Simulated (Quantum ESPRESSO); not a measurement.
Quantum ESPRESSO run on MgSn5 (P-62m, 6 atoms in the cell): self-consistent single point.

Level of theory: PBEsol, GBRV 1.5 ultrasoft (PBESOL) pseudopotentials (plane waves; Quantum ESPRESSO).

The change in words: lattice scaled by 1.015. Reference geometry:
```
CELL_PARAMETERS angstrom
      5.65866     0.00000     0.00000
     -2.82933     4.90054     0.00000
      0.00000     0.00000     5.62563
ATOMIC_POSITIONS crystal
  Mg 0.00000 0.00000 0.50000
  Sn 0.67000 0.00000 0.00000
  Sn 0.33000 0.33000 0.00000
  Sn 0.00000 0.67000 0.00000
  Sn 0.66667 0.33333 0.50000
  Sn 0.33333 0.66667 0.50000
```

Reference input (self-consistent single point, DFT, PBEsol, plane waves, GBRV 1.5 ultrasoft (PBESOL) pseudopotentials): ecutwfc = 40 Ry; ecutrho = 200 Ry; occupations = smearing; smearing = gauss; degauss = 0.0036749 Ry; potentials = {Mg: mg_pbesol_v1.4.uspp.F.UPF, Sn: sn_pbesol_v1.4.uspp.F.UPF}; K_POINTS = automatic 6 6 5 0 0 0; conv_thr = 1e-10 Ry; mixing_beta = 0.5. This run's input differs from it in these lines:

```diff
@@ -26,7 +26,7 @@
 CELL_PARAMETERS angstrom
-   5.65865501     0.00000000     0.00000000
-  -2.82932751     4.90053899     0.00000000
-   0.00000000     0.00000000     5.62562600
+   5.74353487     0.00000000     0.00000000
+  -2.87176744     4.97404711     0.00000000
+   0.00000000     0.00000000     5.71001000
 ATOMIC_POSITIONS alat
-Mg    0.00000000    0.00000000    0.49708155
+Mg    0.00000000    0.00000000    0.49708151
 Sn    0.67000000    0.00000000    0.00000000
@@ -34,4 +34,4 @@
 Sn   -0.33500000    0.58023702    0.00000000
-Sn    0.50000000    0.28867514    0.49708155
-Sn    0.00000000    0.57735027    0.49708155
+Sn    0.50000000    0.28867514    0.49708151
+Sn    0.00000000    0.57735027    0.49708151
 K_POINTS automatic
```

The program printed (abridged):

```
     Self-consistent Calculation

     iteration #  1     ecut=    40.00 Ry     beta= 0.50

     total energy              =    -918.97063859 Ry
     estimated scf accuracy    <       4.89131507 Ry

     iteration #  2     ecut=    40.00 Ry     beta= 0.50

     total energy              =    -919.59966229 Ry
     estimated scf accuracy    <       0.16930031 Ry

     iteration #  3     ecut=    40.00 Ry     beta= 0.50

     total energy              =    -919.66174589 Ry
     estimated scf accuracy    <       0.02358683 Ry

   [... 8 blocks of this kind left out ...]

     iteration # 12     ecut=    40.00 Ry     beta= 0.50

     total energy              =    -919.66457682 Ry
     estimated scf accuracy    <          1.7E-10 Ry

     iteration # 13     ecut=    40.00 Ry     beta= 0.50
     End of self-consistent calculation

     the Fermi energy is     9.6378 ev

!    total energy              =    -919.66457682 Ry
     estimated scf accuracy    <          4.1E-12 Ry
     smearing contrib. (-TS)   =      -0.00056272 Ry
     internal energy E=F+TS    =    -919.66401410 Ry

     convergence has been achieved in  13 iterations

     Forces acting on atoms (cartesian axes, Ry/au):

     atom    1 type  1   force =     0.00000000   -0.00000000    0.00000000
     atom    2 type  2   force =     0.00118839    0.00000000   -0.00000000
     atom    3 type  2   force =    -0.00059420   -0.00102918    0.00000000
     atom    4 type  2   force =    -0.00059420    0.00102918    0.00000000
     atom    5 type  2   force =    -0.00000000    0.00000000    0.00000000
     atom    6 type  2   force =     0.00000000    0.00000000    0.00000000

     Total force =     0.002058     Total SCF correction =     0.000003

          total   stress  (Ry/bohr**3)                   (kbar)     P=      -33.73
  -0.00024340  -0.00000000   0.00000000          -35.81       -0.00        0.00
  -0.00000000  -0.00024340   0.00000000           -0.00      -35.81        0.00
   0.00000000   0.00000000  -0.00020104            0.00        0.00      -29.57

   JOB DONE.
```

The run converged in 13 iterations. Against the reference run the free energy goes up by 18.2 meV/atom, the pressure goes from -1.56 to -3.37 GPa and the largest force goes from 0.054 to 0.031 eV/Å.

The starting cell comes from a database of computed structures (which also holds hypothetical and non-ambient phases and stackings), without a prior relaxation at this level. Its lattice was rescaled by a random factor within 2.5 % of one. For this run, on top of that: lattice scaled by 1.015.

Cost on one core of a shared machine: roughly 3 min.
